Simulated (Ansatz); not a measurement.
The starting structures come from a database of crystals and need not be the phases stable at ambient conditions.

Here is the system:

```xyz
6
Lattice="3.4418 0.0000 0.0000 0.0000 5.3132 -0.1131 0.0000 0.8224 3.2673" Properties=species:S:1:pos:R:3 pbc="T T T"
Na     2.5813     1.5944     2.2257
Na     0.8604     4.5412     0.9286
H      2.5813     3.9080     3.1949
H      0.8604     2.2276    -0.0406
O      0.8604     1.5061     0.6084
O      2.5813     4.6295     2.5459
```

Space group of this cell: P2_1/m. The cell was relaxed by PBE-D3(BJ); by PBEsol its mean pressure is 0.5 GPa.

Transport runs along the normal of the first two printed cell vectors.

No gap correction and no spin-orbit coupling; mid-gap values are interpolated between computed energies.

Question: Compute, with PBEsol run with Ansatz (a first-principles code), the band gap and the smallest decay constant κ at mid-gap.

Answer: Gap 3.28 eV on a 10×6×10 mesh; κ = 0.356 1/Å, at the zone centre.
